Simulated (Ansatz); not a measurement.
## Hypothetical cubic perovskite KMnBr3: response to strain

The parent structure is KMnBr3 in the cubic perovskite structure (space group Pm-3m, No. 221; ferromagnetic; a hypothetical phase, not in the database extracts checked).

```
KMnBr3
1.0
    5.25470     0.00000     0.00000
    0.00000     5.25470     0.00000
    0.00000     0.00000     5.25470
K Mn Br
1 1 3
Direct
  0.00000   0.00000   0.00000
  0.50000   0.50000   0.50000
  0.00000   0.50000   0.50000
  0.50000   0.50000   0.00000
  0.50000   0.00000   0.50000
```

Cartesian axes are those of the cell as printed.

Strains are applied to the cell and any free atomic positions relax.

Method: PBEsol (Ansatz, a quantum-chemistry and plane-wave program, PAW, no spin-orbit coupling).

Computed cases, in order: uniaxial strain ε_yy = −5.92 %; uniaxial strain ε_yy = −2.77 %; uniaxial strain ε_yy = −1.45 %; the unstrained base.

Task: Between which two neighbouring cases does the band gap open or close?

Result: Between uniaxial strain ε_yy = −5.92 % (zero) and uniaxial strain ε_yy = −2.77 % (0.31 eV). The whole series: uniaxial strain ε_yy = −5.92 %: zero; uniaxial strain ε_yy = −2.77 %: 0.31 eV; uniaxial strain ε_yy = −1.45 %: 0.45 eV; the unstrained base: 0.60 eV.

The mesh was chosen for an insulator and is coarse for the gapless case. No phonon test of stability was made. No Hubbard U is applied and the magnetic state is the run's own (KMnBr3 ferromagnetic); other magnetic orders, which need larger cells, were not tried and can change the gap. Where the two band edges lie in opposite spin channels, the gap is a spin-flip gap. Many cubic perovskites are stable only at high temperature; tilts and polar distortions were not tested.
